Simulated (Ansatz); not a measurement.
Ansatz (a first-principles code), DFT, HSE06, plane waves, its default PAW files: diamond-structure Si, atoms displaced (Si16), 16 atoms. Basis and mesh were picked for this test and aren't claimed converged.

* **cell**: 7.68, 7.68, 7.68 Å; 60, 60, 60°
* **distance to the nearest atom**: 2.26 to 2.34 Å
* **task**: single point
* **k mesh**: 2×2×2
* **hamiltonian.xc**: hse06
* **kind of files**: paw
* **scf.occupations.method**: fixed
* **output.forces**: true
* **accuracy**: medium (default)
* **basis.precision**: auto (default)
* **basis.xc_grid**: 2 (default)
* **scf.eigensolver.kind**: auto (default)
* **scf.mixing.algorithm**: auto (default)
* **scf.mixing.preconditioner**: auto (default)
* **scf.convergence.dr2_threshold**: 1e-07 (default)
* **scf.lower_state_search**: light (default)
* **k-points after symmetry**: 8
* **bands at the start**: 48
* **electrons**: 64
* **plane waves at Γ**: 6231
* **cutoff (eV)**: 420
* **FFT grid**: 54×54×54
* **symmetry operations**: 1

Machine: one whole node with four NVIDIA GB200 cards and two Grace (Neoverse V2) sockets of 72 cores, of which 136 in all may be used; each card has its host threads on the socket beside it.

Times are medians of repeated runs, from launch to exit, start-up of the cards included. No other job ran on the node; its own services took about 4 cores, and under one core (or 1.5 %) of those that a run was pinned to. Processes are pinned to neighbouring cores unless said otherwise. The times hold for this build (release build for Arm (Neoverse V2), with CUDA, one process with threads). Scratch files lie in a memory file system.

Many jobs like this one are to be run. Ways to fill the node:
- 4 cards, 128 host threads
- 136 CPU threads, no card
- 4 copies of 1 card, 32 host threads
- 4 copies of 34 CPU threads, no card
- 2 copies of 2 cards, 64 host threads

Q: Which way finishes the most jobs an hour?

A: 4 copies of 1 card, 32 host threads: 3000 jobs an hour. At the low end 136 CPU threads, no card gives 530. Alone on the node a one-card run takes 2.1 s, beside three others 4.8 s; the program's phases hold 1.1 s and 1.2 s of these, launch, set-up ahead of the first cycle and exit 0.92 s and 3.4 s (of the first copy).

```csv
way,time till all copies end,in the phases,jobs an hour
"4 copies of 1 card, 32 host threads",4.8 s,1.2 s,3000
"4 copies of 34 CPU threads, no card",6.7 s,6.5 s,2200
"2 copies of 2 cards, 64 host threads",4.9 s,1.3 s,1500
"4 cards, 128 host threads",6.3 s,1.8 s,570
"136 CPU threads, no card",6.7 s,6.1 s,530
```

Keys are those of Ansatz 0.2.
